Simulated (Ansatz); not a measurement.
**Formation energy of Cl_i in Nb (bcc, Im-3m): levels of theory**

We look at the formation energy of Cl_i in Nb (bcc, Im-3m). Reaction: 64 Nb (bcc) + 1/2 Cl2 (gas) → cell A.

A: a supercell of 64 sites of Nb (bcc, Im-3m) with Cl off the lattice sites (6 Nb at 2.25–2.41 Å); spin state with PBE: run without spin.

Setting: static, neutral cells in Ansatz (PAW) whose structures rest at the PBE level. Ansatz (a first-principles code) runs with its PAW set soft_1. Other levels take these structures. The lattices are those relaxed with PBE, so at other levels the solids can be strained, which adds to the spread. Larger cells are relaxed from a start prepared with the learned potential CHGNet, on a coarser mesh till forces fall under 0.03 eV/Å, which some starts already meet. A dispersion term (D3(BJ), or D4 for r2SCAN) was computed beside these levels and is taken off wherever the name lacks it. Space groups of crystals are read within 0.01 Å. The d electrons get no Hubbard U. Mesh and cell size may move defect energies by 0.1 eV or more. Cell A has symmetry I4/mmm within 0.02 Å and got no random move, so less symmetric positions, which may lie lower, weren't tried.

```csv
Method,value (eV)
PBE,1.09
PBE+D3(BJ),…
RPBE,1.77
r2SCAN+D4,…
```

### Question
Some entries are withheld; supply them.

### Answer

- PBE+D3(BJ), value (eV): 0.21
- r2SCAN+D4, value (eV): 0.28

The levels shown span 1.56 eV, from PBE+D3(BJ) (0.21) to RPBE (1.77).

Rough cost of one single point on cell A, against RPBE's on the same shared machine and with each level's own mesh and cutoff: r2SCAN within a factor of 2.
